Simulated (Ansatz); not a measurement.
Ansatz (a first-principles code) run on Li3YSb2 (P-3m1, 6 atoms in the cell): self-consistent single point.

Method: PBEsol, PAW files made with PBE (plane waves; Ansatz).

```
Li3YSb2
1.0
    4.53148     0.00000     0.00000
   -2.26574     3.92438     0.00000
    0.00000     0.00000     7.18739
Li Y Sb
3 1 2
Direct
  0.33333   0.66667   0.65101
  0.66667   0.33333   0.34899
  0.00000   0.00000   0.50000
  0.00000   0.00000   0.00000
  0.33333   0.66667   0.24925
  0.66667   0.33333   0.75075
```

Reference input (self-consistent single point, DFT, PBEsol, plane waves, PAW files made with PBE): kpoints.mp_grid.grid = 6 6 3; hamiltonian.xc = pbesol; hamiltonian.pseudopotentials = {kind: paw} (the program's default PAW files); scf.occupations.method = fermi_dirac; scf.occupations.width = 0.136 eV. This run's input differs from it in these lines:

Ansatz 0.2 input:
```diff
@@ -13,3 +13,3 @@
 kpoints:
-  mp_grid: { grid: [6, 6, 3] }
+  mp_grid: { grid: [7, 7, 4] }
 hamiltonian:
```

Log, with long lists cut:

```
SCF iter   1: F=—  HF=-17226.000288 eV  |F-HF|=—  |Δ(HF+E_count)|=         —  Δρ=2.57e-2  dr2=1.60e0  ethr=3.10e-3  ⟨swp⟩=6.2  Hψ=4287  notcnv=0
all-band conjugate gradients solve this SCF's bands
preconditioner: auto → Kerker (q_TF=auto, 2.333 Å⁻¹)
SCF iter   2: F=—  HF=-17225.675738 eV  |F-HF|=—  |Δ(HF+E_count)|=   3.25e-1  Δρ=1.50e-2  dr2=6.53e-1  ethr=3.10e-3  ⟨swp⟩=3.0  Hψ=1828  notcnv=0
   [... lines left out ...]
SCF iter   5: F=—  HF=-17225.564900 eV  |F-HF|=—  |Δ(HF+E_count)|=   3.00e-4  Δρ=2.97e-4  dr2=2.30e-4  ethr=7.22e-6  ⟨swp⟩=2.0  Hψ=1073  notcnv=0
SCF iter   6: F=—  HF=-17225.564867 eV  |F-HF|=—  |Δ(HF+E_count)|=   3.30e-5  Δρ=6.78e-5  dr2=1.21e-5  ethr=4.60e-7  ⟨swp⟩=2.1  Hψ=1099  notcnv=0
SCF iter   7: F=—  HF=-17225.564861 eV  |F-HF|=—  |Δ(HF+E_count)|=   5.46e-6  Δρ=1.70e-5  dr2=4.59e-7  ethr=2.42e-8  ⟨swp⟩=2.2  Hψ=1231  notcnv=0
SCF iter   8: F=-17225.564862 eV  HF=-17225.564862 eV  |F-HF|=1.78e-8  |Δ(HF+E_count)|=   5.20e-8  Δρ=4.13e-6  dr2=4.53e-8  ethr=2.00e-10  ⟨swp⟩=7.6  Hψ=3997  notcnv=0
SCF 1 converged in 8 iterations: F = -17225.564862 eV  dr2 = 4.53e-8
Free energy (F): -17225.564862 eV
Internal energy: -17225.531573 eV  (E = F + TS)
E sigma→0 (E₀):  -17225.548217 eV
Entropy (-TS):   -0.033289 eV (-5.548 meV/atom)
Fermi energy:    8.031350 eV
--- Forces (eV/Å), atoms counted from 1 ---
  atom   1  Li    -0.00000000    -0.00000000     0.00603509
  atom   2  Li     0.00000000     0.00000000    -0.00603509
  atom   3  Li    -0.00000000    -0.00000000     0.00000000
  atom   4  Y      0.00000000     0.00000000     0.00000000
  atom   5  Sb     0.00000000     0.00000000    -0.10604569
  atom   6  Sb    -0.00000000    -0.00000000     0.10604569
--- Stress (GPa, compression-positive) ---
       -1.459963       0.000000      -0.000000
        0.000000      -1.459963       0.000000
       -0.000000       0.000000      -2.033176
  P = ⅓ Tr σ = -1.6510 GPa (-16.510 kbar)
  The stress holds the Pulay correction. Without it, at fixed plane waves, as pw.x and ABINIT print it: P = -1.6581 GPa
```

The run converged in 8 iterations. Against the reference run the free energy drops by 1.1 meV/atom, the pressure moves little (-1.64 to -1.65 GPa) and the largest force goes from 0.102 to 0.106 eV/Å.

The starting cell comes from a database of computed structures (which also holds hypothetical and non-ambient phases and stackings), without a prior relaxation at this level. Ansatz's pressure includes its estimate of the finite-basis (Pulay) stress.
